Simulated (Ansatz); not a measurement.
Base system: Nb in the bcc (W type) structure (space group Im-3m, No. 229; a = 3.273 Å; relaxed with 0.1 eV smearing). Axes: x, y, z lie along the cube axes.

Structures relaxed with Ansatz (a program for electronic structure), PBEsol, PAW, cutoff 420 eV, no SOC.

Base:

Simulated powder pattern, Co Kα, λ = 1.79026 Å (kinematic, ideal powder, no thermal factors, no anomalous dispersion; the 8 strongest lines at most, above 2 %, up to 2θ = 90°):

```csv
2θ (°),I/Imax (%),hkl
45.51,100,(110)
66.32,16,(200)
84.12,35,(211)
```

Perturbation: the cell is stretched by 1.00 % along z with no lateral relaxation, atoms relaxed at fixed cell.

After the change:

Simulated powder pattern, Co Kα, λ = 1.79026 Å (kinematic, ideal powder, no thermal factors, no anomalous dispersion; the 8 strongest lines at most, above 2 %, up to 2θ = 90°):

| 2θ (°) | I/Imax (%) | hkl |
|---|---|---|
| 45.27 | 100 | (101) |
| 45.51 | 49 | (110) |
| 65.58 | 8.3 | (002) |
| 66.32 | 16 | (200) |
| 83.44 | 18 | (112) |
| 83.95 | 35 | (211) |

The indices refer to the base's conventional cell; one index is shown for lines that coincide. The space group is now I4/mmm (No. 139).

The cells carry an imposed strain or load. Whether these cells are dynamically stable was not tested. The final runs are not spin-polarised.
